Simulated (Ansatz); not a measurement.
Electronic density of states of amorphous Ti₂₀O₃₉Cl₂, density 3.54 g/cm³, on a 2×2×2 Γ-centred mesh with a Gaussian width of 0.1 eV; energies count from the Fermi level, whose place inside the gap is arbitrary. Cell and mesh are small, so fine structure isn't converged. These are PBE, scalar-relativistic without spin-orbit coupling (plane waves to 420 eV, PAW; Ansatz, an electronic-structure program) values and carry that method's errors. Sampling: a 2×2×2 Γ-centred mesh; Fermi-Dirac width 0.02 eV; no spin polarisation. At PBE the levels at the filled edge of the gap are localised (band-tail or defect states), and the nearest spread-out levels lie 2.6 eV apart at the zone centre.

It comes from a melt-quench run on a machine-learned potential (CHGNet), relaxed afterwards by DFT. Anions were pushed apart under 1.9 Å during the dynamics, to hinder bonds among them. The hot cell started wider than the set density and was brought back towards it in steps. It is the lowest in DFT energy of 2 quenches. It is a model cell: composition and starting density were chosen by hand, and all elements were melted together. No dispersion term was used. Its density started from a set value of 3.54 and ended at 3.54 g/cm³. The simulated quench (nominally 300 K/ps over its main leg) is rapid and tends to freeze in more defects than a deposited or slowly cooled glass has. One small periodic cell is one sample of the glass; other quenches scatter about these values. The volume was held where the preparation left it and the shape relaxed, at a PBE pressure of 2.7 GPa. Stress components on the final sampling reach 2.7 GPa. On a 2×2×2 Γ-centred mesh force components of up to 0.12 eV/Å stay, since the relaxation ran on the zone centre alone.

(E - EF (eV), states/(eV atom)): (-12.00, 0.00); (-11.90, 0.00); (-11.80, 0.00); (-11.70, 0.00); (-11.60, 0.00); (-11.50, 0.00); (-11.40, 0.00); (-11.30, 0.00); (-11.20, 0.00); (-11.10, 0.00); (-11.00, 0.00); (-10.90, 0.00); (-10.80, 0.00); (-10.70, 0.00); (-10.60, 0.00); (-10.50, 0.00); (-10.40, 0.00); (-10.30, 0.00); (-10.20, 0.00); (-10.10, 0.00); (-10.00, 0.00); (-9.90, 0.00); (-9.80, 0.00); (-9.70, 0.00); (-9.60, 0.00); (-9.50, 0.00); (-9.40, 0.00); (-9.30, 0.00); (-9.20, 0.00); (-9.10, 0.00); (-9.00, 0.00); (-8.90, 0.00); (-8.80, 0.00); (-8.70, 0.00); (-8.60, 0.00); (-8.50, 0.00); (-8.40, 0.00); (-8.30, 0.00); (-8.20, 0.00); (-8.10, 0.00); (-8.00, 0.00); (-7.90, 0.00); (-7.80, 0.00); (-7.70, 0.00); (-7.60, 0.00); (-7.50, 0.00); (-7.40, 0.00); (-7.30, 0.00); (-7.20, 0.00); (-7.10, 0.00); (-7.00, 0.00); (-6.90, 0.00); (-6.80, 0.00); (-6.70, 0.00); (-6.60, 0.00); (-6.50, 0.00); (-6.40, 0.00); (-6.30, 0.01); (-6.20, 0.08); (-6.10, 0.22); (-6.00, 0.37); (-5.90, 0.50); (-5.80, 0.57); (-5.70, 0.62); (-5.60, 0.66); (-5.50, 0.80); (-5.40, 0.88); (-5.30, 0.83); (-5.20, 0.85); (-5.10, 1.02); (-5.00, 1.16); (-4.90, 1.20); (-4.80, 1.18); (-4.70, 1.12); (-4.60, 0.97); (-4.50, 0.87); (-4.40, 0.91); (-4.30, 0.95); (-4.20, 0.92); (-4.10, 0.84); (-4.00, 0.81); (-3.90, 0.87); (-3.80, 0.86); (-3.70, 0.75); (-3.60, 0.73); (-3.50, 0.80); (-3.40, 0.84); (-3.30, 0.81); (-3.20, 0.81); (-3.10, 0.88); (-3.00, 0.87); (-2.90, 0.84); (-2.80, 0.87); (-2.70, 0.89); (-2.60, 0.87); (-2.50, 0.89); (-2.40, 0.90); (-2.30, 0.86); (-2.20, 0.92); (-2.10, 0.94); (-2.00, 0.87); (-1.90, 0.81); (-1.80, 0.78); (-1.70, 0.74); (-1.60, 0.63); (-1.50, 0.55); (-1.40, 0.47); (-1.30, 0.41); (-1.20, 0.28); (-1.10, 0.19); (-1.00, 0.06); (-0.90, 0.00); (-0.80, 0.00); (-0.70, 0.00); (-0.60, 0.00); (-0.50, 0.00); (-0.40, 0.00); (-0.30, 0.00); (-0.20, 0.00); (-0.10, 0.00); (0.00, 0.00); (0.10, 0.00); (0.20, 0.00); (0.30, 0.00); (0.40, 0.00); (0.50, 0.00); (0.60, 0.00); (0.70, 0.00); (0.80, 0.00); (0.90, 0.00); (1.00, 0.05); (1.10, 0.15); (1.20, 0.21); (1.30, 0.30); (1.40, 0.54); (1.50, 0.75); (1.60, 0.78); (1.70, 0.82); (1.80, 0.86); (1.90, 0.85); (2.00, 0.86); (2.10, 0.86); (2.20, 0.89); (2.30, 0.93); (2.40, 0.89); (2.50, 0.89)

The level gap on this mesh is 2.16 eV; the broadening fills part of it in the curve.
